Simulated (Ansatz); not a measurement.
# How the lattice constant a of AlN (model structure, started from the BeO type, P4₂/mnm, No. 136, 8 atoms in the cell) moves with the method

No measured value is used here.

```json
[
 {"level (code)": "LDA (Ansatz)", "value (Å)": "5.251"},
 {"level (code)": "PBE (Ansatz)", "value (Å)": "___"},
 {"level (code)": "PBEsol (Ansatz)", "value (Å)": "5.294"},
 {"level (code)": "PBE-D3(BJ) (Ansatz)", "value (Å)": "5.285"},
 {"level (code)": "r²SCAN (Ansatz)", "value (Å)": "5.285"},
 {"level (code)": "r²SCAN+rVV10 (Ansatz)", "value (Å)": "___"}
]
```

Problem. What belongs in the gaps?

Solution. 
- PBE (Ansatz, an electronic-structure program), value (Å): 5.330
- r²SCAN+rVV10 (Ansatz), value (Å): 5.277

Cutoffs differ between the levels. Ansatz's density-functional and Hartree–Fock values are scalar-relativistic unless marked +SOC, with PAW data made under PBE.

A model structure was made by putting elements into a prototype or built by hand; it is no filed structure, need not be a known phase, and can be a saddle point held by its symmetry.
